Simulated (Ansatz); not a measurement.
Seebeck coefficient (μV/K, mean over directions) of p-type Si (Fd-3m) against carrier density, r2SCAN with spin-orbit coupling, rigid bands (Ansatz, a first-principles code). Computed gap 0.75 eV; densities at which minority carriers matter at this gap, or further valleys turn the trend, are left out. Conductivity mass 0.35 mₑ (harmonic mean over directions), N_v = 2.0e19 cm⁻³ at 300 K.

```csv
hole density,300 K,500 K
1e18 cm⁻³,506,…
3e18 cm⁻³,412,482
1e19 cm⁻³,311,…
3e19 cm⁻³,…,288
1e20 cm⁻³,137,192
3e20 cm⁻³,75,116
1e21 cm⁻³,34,57
```

### Question
Complete the blanks.

### Answer

- 1e18 cm⁻³, 500 K: 577
- 1e19 cm⁻³, 500 K: 380
- 3e19 cm⁻³, 300 K: 224

Rigid bands with a gap fixed in temperature, one relaxation time for all states, no polarons or phonon drag, and whether or not such doping can be reached. Geometry: cell and atoms relaxed with PBEsol.
